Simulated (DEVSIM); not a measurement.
Device: Si p+/n-/n+ power diode, at 300 K.

```csv
layer (left to right),material,thickness (μm),Nd (cm⁻³),Na (cm⁻³),τn (s),τp (s)
1,Si,0.720,-,1.7e18,1.3e-7,1.3e-7
2,Si,5.60,1e16,-,1.3e-7,1.3e-7
3,Si,1.20,2.2e18,-,1.3e-7,1.3e-7
```

Left contact: ohmic. Right contact: ohmic. Voltage is applied to the left contact. Recombination: SRH at mid-gap, radiative. Mobility is μmin + (μ − μmin)/(1 + (N/Nref)^α).

This is a model device: material constants are rounded textbook-type values typed into the input, and sizes, dopings and lifetimes were drawn at random. Values at 300 K.

```csv
parameter,Si
gap (eV),1.124
affinity (eV),4.05
permittivity,11.7
Nc (cm⁻³),2.86e19
Nv (cm⁻³),3.1e19
μn (cm²/Vs),1417
μp (cm²/Vs),470
"μn,min",52
"μp,min",45
"Nref,n",9.7e16
"Nref,p",2.2e17
αn,0.68
αp,0.72
B (cm³/s),4.7e-15
```

Simulated with DEVSIM: 1D drift-diffusion, Boltzmann statistics, complete ionisation; no tunnelling, impact ionisation, image-force lowering or self-heating.

The doping Nd of layer 3 was swept, all else fixed.

```csv
doping Nd of layer 3 (cm^-3),dark forward voltage at 100 A/cm² (V),potential step across the device at zero bias (V),dark forward voltage at 1 A/cm² (V)
6.6e16,[?],0.892,[?]
2.2e17,0.797,0.923,0.653
6.6e17,0.814,0.952,0.662
2.2e18,0.824,0.983,0.665
6.6e18,0.828,1.011,0.666
```

### Question
What belongs in the gaps?

### Answer

- 6.6e16, dark forward voltage at 100 A/cm² (V): 0.780
- 6.6e16, dark forward voltage at 1 A/cm² (V): 0.638
